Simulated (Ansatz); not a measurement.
Start from SiS2 (space group Ibam, No. 72; a = 6.0185 Å, b = 9.3955 Å, c = 5.5448 Å; made of chains).

Levels (all Ansatz, an electronic-structure program, PAW): PBEsol (420 eV, no spin-orbit coupling); r2SCAN (500 eV, no SOC).

Its gap is 2.80 eV with PBEsol and 3.28 eV with r2SCAN.

It is then changed as follows: a hydrostatic pressure of 9 GPa.

With PBEsol the gap becomes 2.04 eV.

Task: If the r2SCAN correction stayed the same, what would the r2SCAN gap be, and what does the r2SCAN run give?

Result: A rigid correction of +0.48 eV gives 2.52 eV. The r2SCAN run gives 2.51 eV, so the two effects roughly add.

Single points use the geometry relaxed with PBEsol. Load acts through the strain it causes; cell and atoms are relaxed under it. Stability against distortions was not tested. Competing high-pressure phases were not computed. No dispersion term is included in the PBEsol runs.
